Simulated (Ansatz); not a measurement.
Given:

```
CELL_PARAMETERS angstrom
     -0.14008     3.10047     3.10047
      3.10047    -0.14008     3.10047
      3.10047     3.10047    -0.14008
ATOMIC_POSITIONS crystal
  Sn 0.00000 0.00000 0.00000
  Te 0.50000 0.50000 0.50000
```

Level of theory: r2SCAN with spin-orbit coupling, rigid bands (plane waves, PAW; Ansatz, a first-principles code). Condition of this run: uniaxial stress along [111] of 2 GPa (compression positive) (the target of the relaxation). How the cell was made: cell and atoms relaxed with r2SCAN, then loaded as said.

Task: Is this a good metal at this level?

Result: No. No gap is resolved, and few carriers conduct, as in a semimetal or a zero-gap semiconductor. N(E_F) = 0.072 states/eV a cell at 300 K and the Drude plasma energy along the best axis is 0.92 eV, several times under that of a simple or noble metal.
